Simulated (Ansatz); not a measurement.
WS2 (R3m, No. 160, 3 atoms in the cell; start mp-9813; a measured phase of this formula has another space group), treated with LDA (Ansatz, an electronic-structure program, plane waves, PAW).

Settings: plane-wave cutoff 520 eV, 12×12×12 k mesh, Fermi–Dirac smearing 0.01 eV, no spin polarisation, scalar-relativistic PAW data made under PBE.

Cell (relaxed at this level):

```xyz
3
Lattice="1.5651 0.9036 6.0594 -1.5651 0.9036 6.0594 0.0000 -1.8072 6.0594" Properties=species:S:1:pos:R:3 pbc="T T T"
W      0.0000     0.0000     0.0120
S      0.0000     0.0000     7.6322
S      0.0000     0.0000     4.5117
```

Predict the band gap and Γ–Γ gap.


* **band gap**: 0.88 eV (on the SCF k mesh)
* **Γ–Γ gap**: 3.63 eV

Note: the relaxation could not lower the start's symmetry, so the cell can be a saddle point above a distorted one.

Spin–orbit coupling is not included.

The computed numbers hold no vibrational or temperature effects.

A start named mp-… is a Materials Project structure, which need not be a measured phase.
